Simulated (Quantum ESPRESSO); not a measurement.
**Converging the k-point mesh at a smearing width of 0.02 eV: Ta (Im-3m, 1 atom in the cell)**

```xyz
1
Lattice="-1.6583 1.6583 1.6583 1.6583 -1.6583 1.6583 1.6583 1.6583 -1.6583" Properties=species:S:1:pos:R:3 pbc="T T T"
Ta     0.0000     0.0000     0.0000
```

Computed with PBE, SSSP 1.1.2 precision (PBE) pseudopotentials (plane waves; Quantum ESPRESSO).

Base settings: ecutwfc = 50 Ry; ecutrho = 400 Ry; occupations = smearing; smearing = gaussian; degauss = 0.0073499 Ry; potentials = {Ta: Ta_pbe_v1.uspp.F.UPF}; K_POINTS = automatic 14 14 14 0 0 0; conv_thr = 1e-10 Ry.

In this ladder: degauss = 0.00147 Ry.

Only quantities that move along the ladder and can be compared are tabulated.

The count of work is k-points × plane waves × bands × iterations; it is no time. 

The starting cell has typed, rounded lattice constants, without a prior relaxation at this level. Its lattice was rescaled by up to half a per cent. Spin polarisation is off.

| K_POINTS | free energy less the last step's (meV/atom) | pressure (GPa) | count of work / last |
|---|---|---|---|
| automatic 5 5 5 0 0 0 | 71.86 | 3.46 | 0.012 |
| automatic 6 6 6 0 0 0 | 82.17 | 3.01 | 0.017 |
| automatic 7 7 7 0 0 0 | -28.92 | 0.48 | 0.021 |
| automatic 9 9 9 0 0 0 | 22.44 | 0.70 | 0.048 |
| automatic 10 10 10 0 0 0 | -1.23 | 1.65 | 0.049 |
| automatic 13 13 13 0 0 0 | -0.11 | 0.80 | 0.087 |
| automatic 15 15 15 0 0 0 | 1.74 | -0.51 | 0.15 |
| automatic 18 18 18 0 0 0 | -0.56 | 0.03 | 0.27 |
| automatic 22 22 22 0 0 0 | 0.95 | 0.07 | 0.39 |
| automatic 27 27 27 0 0 0 | -1.12 | -0.07 | 0.58 |
| automatic 33 33 33 0 0 0 | 0.00 | 0.02 | 1.0 |

Coarsest K_POINTS that holds the pressure within 1 GPa of the last step, with all finer ones: automatic 13 13 13 0 0 0, at 0.087 of the last step's count of work; the step before is off by 1.6 GPa.

Coarsest K_POINTS that holds the free energy within 5 meV/atom of the last step, with all finer ones: automatic 10 10 10 0 0 0, at 0.049 of the last step's count of work; the step before is off by 22 meV/atom.
